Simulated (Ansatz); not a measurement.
InP under load (space group F-43m), r2SCAN with spin-orbit coupling, rigid bands in Ansatz (a first-principles code). Condition of this run: hydrostatic pressure 2 GPa (the target of the relaxation). Band gap 1.16 eV, N_c = 7.03e17 cm⁻³ and N_v = 2.37e19 cm⁻³ at 300 K, conductivity masses of 0.0940 mₑ (electrons) and 0.550 mₑ (holes). Take k_BT = 0.02585 eV.

Problem. A film of it is 5 nm thick. Estimate the confinement energies in an infinite well.

Solution. ħ²π²/(2m t²) = 0.376 eV·nm²/(m/mₑ × t²) gives 160 meV for electrons and 27.3 meV for holes, so the gap would widen to about 1.35 eV. Finite barriers and nonparabolic bands lower this, and with several valleys or bands the heaviest mass along the normal sets the lowest level, not this average.

Problem. What thermal injection velocity √(2k_BT/πm) limits a ballistic channel?

Solution. 1.75e7 cm/s for electrons and 7.25e6 cm/s for holes, a ratio of √(m_h/m_e) = 2.42, for dilute carriers.

Problem. Find the intrinsic carrier density and the intrinsic Fermi level.

Solution. n_i = √(N_c N_v) exp(−E_g/2k_BT) = 4.08e18 × exp(−22.44) = 7.4e8 cm⁻³. The level lies (k_BT/2) ln(N_v/N_c) = 45 meV from mid-gap (positive towards the conduction band). Each 0.1 eV added to the gap lowers n_i by a factor of 6.9.

Rigid bands with the computed gap; masses take one relaxation time for all states.
